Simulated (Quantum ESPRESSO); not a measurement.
Worked example: self-consistent single point of MnTlCl₃ (P4mm, 5 atoms in the cell) in Quantum ESPRESSO.

Method of the run: PBEsol, PSlibrary ultrasoft (PBE) pseudopotentials (plane waves; Quantum ESPRESSO 7.5).

```
CELL_PARAMETERS angstrom
      5.04392     0.00000     0.00000
      0.00000     5.04392     0.00000
      0.00000     0.00000     5.04392
ATOMIC_POSITIONS crystal
  Mn 0.50000 0.50000 0.50991
  Tl 0.00000 0.00000 0.00000
  Cl 0.00000 0.50000 0.50000
  Cl 0.50000 0.00000 0.50000
  Cl 0.50000 0.50000 0.00000
```
Moments meant for the start (each program seeds them in its own way; μB, in the order of the atoms Mn Tl Cl Cl Cl): 4.0 0.0 0.0 0.0 0.0.

Reference input (self-consistent single point, DFT, PBEsol, plane waves, PseudoDojo standard norm-conserving (PBESOL) pseudopotentials): ecutwfc = 100 Ry; occupations = smearing; smearing = fermi-dirac; degauss = 0.000734986 Ry; nspin = 2; potentials = {Mn: Mn.upf, Tl: Tl.upf, Cl: Cl.upf}; K_POINTS = automatic 2 2 2 0 0 0; conv_thr = 1e-10 Ry; mixing_beta = 0.2. This run's input differs from it in these lines:

```diff
@@ -14,3 +14,4 @@
  ntyp = 3
- ecutwfc = 100
+ ecutwfc = 46
+ ecutrho = 552
  occupations = 'smearing'
@@ -20,2 +21,3 @@
  starting_magnetization(1) = 0.267
+ input_dft = 'pbesol'
 /
@@ -26,5 +28,5 @@
 ATOMIC_SPECIES
-Mn    54.9380  Mn.upf
-Tl   204.3800  Tl.upf
-Cl    35.4500  Cl.upf
+Mn    54.9380  Mn.pbe-spn-rrkjus_psl.1.0.0.UPF
+Tl   204.3800  Tl.pbe-dn-rrkjus_psl.1.0.0.UPF
+Cl    35.4500  Cl.pbe-nl-rrkjus_psl.1.0.0.UPF
 ATOMIC_POSITIONS alat
```

Output (repeated stretches shortened):

```
     Self-consistent Calculation

     iteration #  1     ecut=    46.00 Ry     beta= 0.20

     Threshold (ethr) on eigenvalues was too large:
     Diagonalizing with lowered threshold

     total energy              =    -418.15209280 Ry
     estimated scf accuracy    <       0.12765260 Ry

     total magnetization       =     5.00 Bohr mag/cell
     absolute magnetization    =     5.00 Bohr mag/cell

     iteration #  2     ecut=    46.00 Ry     beta= 0.20

     negative rho (up, down):  0.000E+00 2.858E-03

     total energy              =    -418.21496349 Ry
     estimated scf accuracy    <       0.11432081 Ry

   [... lines left out ...]

     negative rho (up, down):  2.459E+02 2.459E+02

     total energy              =   22849.59187181 Ry
     estimated scf accuracy    <  280018.16815592 Ry

     total magnetization       =     0.00 Bohr mag/cell
     absolute magnetization    =     0.00 Bohr mag/cell

     iteration #100     ecut=    46.00 Ry     beta= 0.20

     negative rho (up, down):  2.459E+02 2.459E+02

     total energy              =   22766.45798498 Ry
     estimated scf accuracy    <  279969.43540779 Ry

     total magnetization       =    -0.00 Bohr mag/cell
     absolute magnetization    =     0.00 Bohr mag/cell
     End of self-consistent calculation

     convergence NOT achieved after 100 iterations: stopping

   JOB DONE.
```

The run ended unconverged after 100 iterations.  The full log also holds: “c_bands:  1 eigenvalues not converged”. The full log also holds: “c_bands:  3 eigenvalues not converged”.

The starting cell comes from a database of computed structures (which also holds hypothetical and non-ambient phases and stackings), without a prior relaxation at this level. Its lattice was rescaled by up to half a per cent. One atom was moved a little off its site on purpose. Spin-orbit coupling is off.

Cost on one core of a shared machine: roughly 10 min.
